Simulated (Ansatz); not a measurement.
The parent structure is Nb2O5 (space group C2, No. 5; a cell from a computed database, its experimental status unchecked).

```xyz
7
Lattice="2.9802 -2.5447 0.0000 2.9802 2.5447 0.0000 -2.6725 0.0000 5.0826" Properties=species:S:1:pos:R:3 pbc="T T T"
Nb     2.9301     0.2167     3.5955
Nb     0.3577     0.2167     1.4871
O      1.6439    -1.1346     2.5413
O      0.8106     1.0672     3.3083
O      2.4773     1.0672     1.7743
O     -1.5075     0.3318     4.8772
O      4.7954     0.3318     0.2054
```

Cartesian axes are those of the cell as printed.

It is then changed as follows: uniaxial stress, 5 GPa tension along z; all other stress components relax to zero.

Levels (all Ansatz, an electronic-structure program, PAW): PBEsol (420 eV, no spin-orbit coupling); r2SCAN (500 eV, scalar-relativistic without spin-orbit coupling).

The geometry is relaxed with PBEsol.

* **PBEsol width of the top valence band**: 0.75 eV
* **PBEsol pressure**: -1.67 GPa
* **PBEsol smallest direct gap**: 2.20 eV
* **PBEsol band gap**: 1.90 eV

**Question.** What does r2SCAN give at this geometry for the width of the top valence band, pressure, smallest direct gap and band gap?

**Answer.** The width of the top valence band rises by 0.04 eV to 0.79 eV; the pressure rises by 2.25 GPa to 0.58 GPa; the smallest direct gap increases by 0.41 eV, from 2.20 eV to 2.61 eV; the band gap goes up by 0.37 eV to 2.27 eV.

Single points use the geometry relaxed with PBEsol. Their cutoffs differ, which shifts pressures a little. Load acts through the strain it causes; cell and atoms are relaxed under it. Stability under load was not tested beyond the relaxation.
